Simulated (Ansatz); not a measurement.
Structures of equal composition on the (0001) surface of hcp Ru: a pseudomorphic layer of Cu in the host's stacking; a pseudomorphic layer of Cu in the other hollow. The slabs share one bottom face, and each structure is named by its start. These are constructed structures in small cells; real faces may alloy, dewet or reconstruct in larger ones, and not all known structures of the face are among them. Slabs of about 11 Å, Fermi-Dirac smearing of 0.1 eV. Bottom of the slabs: a bare face, its two planes held. Relaxed from the named starts with such symmetry as they have, on meshes of like density; energies extrapolated to zero smearing; spin only where a row says so; no spin-orbit coupling, no U. Brackets mark spin-polarised runs, whose order is one that fits the cell.

The numbers are results of PBE (plane waves to 420 eV, PAW; Ansatz, a program for electronic structure), not measurements.

Put the candidates in order of energy per 1x1 cell, lowest first, for PBE.

a pseudomorphic layer of Cu in the host's stacking (0.000 eV), a pseudomorphic layer of Cu in the other hollow (0.030 eV)
